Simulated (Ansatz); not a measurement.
Consider Ba in the bcc (W type) structure (space group Im-3m, No. 229; a = 4.8817 Å).

The values are results of PBEsol in Ansatz (plane waves to 420 eV, PAW, spin-orbit coupling left out), earlier PAW set, not measurements.

Base values:

Lattice parameter a: 4.882 Å

Perturbation: full substitution Ba → Na; the structure is relaxed again.

Task: Predict the new lattice parameter a.

Result: The lattice parameter a drops by 0.711 Å (4.882 Å → 4.171 Å).

No phonon test of stability was made.

Ansatz is a first-principles code.
